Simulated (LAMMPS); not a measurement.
Size effects in liquid Pt (fcc) at 2250 K and zero pressure.

Level of theory: classical MD, pair style eam, the elements' _u3.eam files (universal-3 set of Foiles, Baskes and Daw) (LAMMPS).

```json
[
 {"atoms": "108", "volume": "16.685 ± 0.006 Å³/atom", "first peak of g(r)": "2.68 Å, height 2.3", "D(Pt)": "(4.33 ± 0.05) × 10^-5 cm²/s", "rough cost (core-seconds per simulated ps)": "0.07"},
 {"atoms": "256", "volume": "16.715 ± 0.003 Å³/atom", "first peak of g(r)": "2.65 Å, height 2.2", "D(Pt)": "(4.7 ± 0.2) × 10^-5 cm²/s", "rough cost (core-seconds per simulated ps)": "0.09"},
 {"atoms": "4000", "volume": "16.712 ± 0.003 Å³/atom", "first peak of g(r)": "2.68 Å, height 2.2", "D(Pt)": "(5.6 ± 0.1) × 10^-5 cm²/s", "rough cost (core-seconds per simulated ps)": "1.6"},
 {"atoms": "16384", "volume": "16.712 ± 0.001 Å³/atom", "first peak of g(r)": "2.67 Å, height 2.2", "D(Pt)": "(5.57 ± 0.09) × 10^-5 cm²/s", "rough cost (core-seconds per simulated ps)": "16"}
]
```

Periodic images slow diffusion in small cells, by a term that falls as 1/L. Costs are rough.

Errors of D are the spread over four groups of atoms in one short run; a floor of about 5 %, a picked value, is safer.

Errors shown are sampling errors alone.
